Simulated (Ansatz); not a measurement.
The reference is PtS$_{2}$ in the CdI2 type structure (space group P-3m1, No. 164; a = 3.584 Å, c = 4.657 Å; layered, stacked along the Cartesian z axis). Axes: x lies along a and z along c of the hexagonal cell.

Method: PBE-D3(BJ) in Ansatz (plane waves to 420 eV, PAW, no spin-orbit coupling).

Before the change:

The pressure is 0.0 GPa. The volume per atom comes out as 17.26 Å³ and the band gap is zero.

One thing is altered: tensile biaxial strain of 2.50 % in the plane normal to [001], as in epitaxy on a mismatched substrate; the out-of-plane cell vector and the atoms relax.

What happens to the pressure, volume per atom and band gap?

The pressure (mean of the normal stresses, compression positive) goes from zero to -4.0 GPa; the volume per atom goes up by 0.24 Å³ (17.26 Å³ → 17.50 Å³); the band gap stays zero.

With Pt present, leaving out spin-orbit coupling can change the band edges. Stability against distortions was not tested. The final runs are not spin-polarised. A zero or small gap of PtS2 can be the functional's error rather than a property of the material.

Ansatz is a program for electronic structure.
